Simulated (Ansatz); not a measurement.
Start from MgS in the rock salt structure (space group Fm-3m, No. 225; a = 5.182 Å). Axes: x, y, z lie along the cube axes.

Levels (all Ansatz, an electronic-structure program, PAW): PBEsol (420 eV, scalar-relativistic without spin-orbit coupling); HSE06 (420 eV, scalar-relativistic without spin-orbit coupling).

Its gap is 2.73 eV with PBEsol and 3.83 eV with HSE06.

The change: biaxial strain +0.99 %, plane normal [110], relaxed out of plane (Cartesian); in-plane vectors clamped, the third vector and the atoms free.

With PBEsol the gap becomes 2.63 eV.

### Question
If the HSE06 correction stayed the same, what would the HSE06 gap be, and what does the HSE06 run give?

### Answer
A rigid correction of +1.10 eV gives 3.73 eV. The HSE06 run gives 3.72 eV, so the two effects roughly add.

A biaxial case was relaxed in a doubled cell and then solved in the primitive one. Single points use the geometry relaxed with PBEsol. HSE06 gaps are upper bounds (no full band path). Whether these cells are dynamically stable was not tested.
